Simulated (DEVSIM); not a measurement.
# abrupt Si n-p junction

System: abrupt Si n-p junction, at 300 K.

| layer (left to right) | material | thickness (μm) | Nd (cm⁻³) | Na (cm⁻³) | τn (s) | τp (s) |
|---|---|---|---|---|---|---|
| 1 | Si | 1.60 | 2.1e18 | - | 8.2e-7 | 8.2e-7 |
| 2 | Si | 60.0 | - | 2.5e17 | 8.2e-7 | 8.2e-7 |

Left contact: ohmic. Right contact: ohmic. Voltage is applied to the left contact. Recombination: SRH at mid-gap, Auger. Mobility is μmin + (μ − μmin)/(1 + (N/Nref)^α).

This is a model device: material constants are rounded textbook-type values typed into the input, and sizes, dopings and lifetimes were drawn at random. Values at 300 K.

| parameter | Si |
|---|---|
| gap (eV) | 1.124 |
| affinity (eV) | 4.05 |
| permittivity | 11.7 |
| Nc (cm⁻³) | 2.86e19 |
| Nv (cm⁻³) | 3.1e19 |
| μn (cm²/Vs) | 1417 |
| μp (cm²/Vs) | 470 |
| μn,min | 52 |
| μp,min | 45 |
| Nref,n | 9.7e16 |
| Nref,p | 2.2e17 |
| αn | 0.68 |
| αp | 0.72 |
| Cn (cm⁶/s) | 2.8e-31 |
| Cp (cm⁶/s) | 9.9e-32 |

Model (solved in DEVSIM): 1D drift-diffusion, Boltzmann statistics, complete ionisation; no tunnelling, impact ionisation, image-force lowering or self-heating.

| Item | Value |
|---|---|
| Potential step across the device at zero bias | 0.932 V |
| Largest field in the device at zero bias | 250000 V/cm |
| Dark forward voltage at 1 A/cm² | 0.733 V |
| Dark forward voltage at 100 A/cm² | 0.885 V |

Dark forward current:

(V (V), J (A/cm²)): (-0.05, -9.1e-10); (-0.10, -3.2e-9); (-0.15, -9.5e-9); (-0.25, -8.0e-8); (-0.30, -2.5e-7); (-0.35, -9.2e-7); (-0.40, -4.1e-6); (-0.45, -2.2e-5); (-0.55, -0.00088); (-0.60, -0.0059); (-0.65, -0.041); (-0.70, -0.28); (-0.80, -11); (-0.85, -48); (-0.90, -140); (-0.95, -300); (-1.00, -540); (-1.10, -1300); (-1.15, -1800); (-1.20, -2400)
